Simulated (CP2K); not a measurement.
Worked example: self-consistent single point of TaAs (I4_1md, 4 atoms in the cell) in CP2K.

Method: CP2K with PBE, GPW, DZVP-MOLOPT-SR-GTH basis, GTH-PBE potentials (GTH_POTENTIALS).

The change in words: lattice scaled by 0.98. Reference geometry:
```
CELL_PARAMETERS angstrom
      6.44841     0.00000     0.00000
      4.55383     4.56559     0.00000
     -5.50112    -2.28279     2.47154
ATOMIC_POSITIONS crystal
  Ta 0.49997 0.99997 0.50000
  Ta 0.74997 0.74997 0.00000
  As 0.08263 0.58263 0.50000
  As 0.33263 0.33263 0.00000
```

Reference input (self-consistent single point, DFT PBE, GPW, DZVP-MOLOPT-SR-GTH basis, GTH-PBE potentials (GTH_POTENTIALS)): CUTOFF = 500 Ry; REL_CUTOFF = 40 Ry; SMEAR/METHOD = FERMI_DIRAC; ELECTRONIC_TEMPERATURE = 1160.45 K; KPOINTS/SCHEME = MONKHORST-PACK 8 8 8; GAMMA_CENTERED = T; XC_FUNCTIONAL = PBE; Ta/BASIS_SET = DZVP-MOLOPT-SR-GTH; Ta/POTENTIAL = GTH-PBE-q13; As/BASIS_SET = DZVP-MOLOPT-SR-GTH; As/POTENTIAL = GTH-PBE-q5; METHOD = GPW. This run's input differs from it in these lines:

```diff
@@ -64,4 +64,4 @@
     &CELL
-      ABC 6.44840700 6.44840696 6.44840699
-      ALPHA_BETA_GAMMA 148.55015390 148.55015399 45.07387980
+      ABC 6.31943900 6.31943906 6.31943903
+      ALPHA_BETA_GAMMA 148.55015773 148.55015758 45.07387454
       PERIODIC XYZ
@@ -69,6 +69,6 @@
     &COORD
-      Ta       5.02714343     3.42405403     1.23576950
-      Ta       8.25134693     3.42405403     0.00000000
-      As       0.43547026     1.51865154     1.23576950
-      As       3.65967376     1.51865154     0.00000000
+      Ta       4.92660103     3.35557277     1.21105400
+      Ta       8.08632053     3.35557277     0.00000000
+      As       0.42676102     1.48827843     1.21105400
+      As       3.58648052     1.48827843     0.00000000
     &END COORD
```

Output (repeated stretches shortened):

```
 SCF WAVEFUNCTION OPTIMIZATION

  Step     Update method      Time    Convergence         Total energy    Change
     1 NoMix/Diag. 0.20E+00      -     1.63768306      -130.2676828155 -1.30E+02
     2 Broy./Diag. 0.20E+00      -     0.02022985      -130.5294621387 -2.62E-01
     3 Broy./Diag. 0.20E+00      -     0.09053479      -129.8015153206  7.28E-01
     4 Broy./Diag. 0.20E+00      -     0.00669585      -129.2318662156  5.70E-01
     5 Broy./Diag. 0.20E+00      -     0.00412987      -129.1922491569  3.96E-02
     6 Broy./Diag. 0.20E+00      -     0.00134907      -129.1720895261  2.02E-02
   [... 4 lines left out ...]
    11 Broy./Diag. 0.20E+00      -     0.00004663      -129.1674890648 -6.96E-04
    12 Broy./Diag. 0.20E+00      -     0.00000112      -129.1676043525 -1.15E-04
    13 Broy./Diag. 0.20E+00      -     0.00000222      -129.1676490499 -4.47E-05
    14 Broy./Diag. 0.20E+00      -     0.00000013      -129.1676624292 -1.34E-05
  *** SCF run converged in    14 steps ***

  Overlap energy of the core charge distribution:               0.00000001262465
  Self energy of the core charge distribution:               -200.48457124461004
  Core Hamiltonian energy:                                     43.50187678720665
  Hartree energy:                                              44.87739022475629
  Exchange-correlation energy:                                -17.06140704350652
  Electronic entropic energy:                                  -0.00095116557550
  Fermi energy:                                                 0.42212094498061

  Total energy:                                              -129.16766242921858
  Total energy (extrapolated to T->0):                       -129.16718684643084

   [... lines left out ...]

 STRESS| Analytical stress tensor [bar]
 STRESS|                        x                   y                   z
 STRESS|      x        4.80004705310E+04  -4.76545160847E+03  -9.60242342878E-01
 STRESS|      y       -4.76545160847E+03   5.75064887587E+04  -7.31812124319E-01
 STRESS|      z       -9.60242342878E-01  -7.31812124319E-01   5.94832167253E+04
 STRESS| 1/3 Trace                                             5.49967253383E+04
```

The run converged in 14 iterations. Against the reference run the free energy is nearly the same (within 1 meV/atom), the pressure goes from -5.18 to 5.50 GPa and the largest force goes from 0.002 to 0.026 eV/Å.

The starting cell comes from a database of computed structures (which also holds hypothetical and non-ambient phases and stackings), without a prior relaxation at this level. Its lattice was rescaled by a random factor within 2.5 % of one. For this run, on top of that: lattice scaled by 0.98. Spin polarisation is off. Values carry the incompleteness of an atom-centred basis. With a pressure of about 5 GPa the cell is away from its equilibrium volume at this level.

Cost on one core of a shared machine: roughly 2 min.
